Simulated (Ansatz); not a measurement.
Base system: BP in the zinc blende structure (space group F-43m, No. 216).

```
CELL_PARAMETERS angstrom
      0.00000     2.26820     2.26820
      2.26820     0.00000     2.26820
      2.26820     2.26820     0.00000
ATOMIC_POSITIONS crystal
  P  0.75000 0.75000 0.75000
  B  0.00000 0.00000 0.00000
```

All numbers come from r2SCAN in Ansatz (plane waves to 500 eV, PAW, spin-orbit coupling left out), earlier PAW set.

Base values:

The hole mass is 0.24, 0.24, 0.32 mₑ (at Γ), the band gap is 1.41 eV and the width of the top valence band comes out as 5.74 eV.

It is then changed as follows: the cell is scaled by 1.0328 in all directions, atoms relaxed at fixed cell.

**Question.** How does this affect the hole mass, band gap and width of the top valence band?

**Answer.** The hole mass (degenerate bands, along [100]) becomes 0.25, 0.25, 0.27 mₑ (at Γ) (base: 0.24, 0.24, 0.32 mₑ (at Γ)); the band gap grows by 0.13 eV (1.41 eV → 1.54 eV); the width of the top valence band shrinks by 0.56 eV to 5.18 eV.

The cells carry an imposed strain or load. Effective masses come from finite differences of ±0.01 Å⁻¹. Stability against distortions was not tested.

Ansatz is a program for electronic structure.
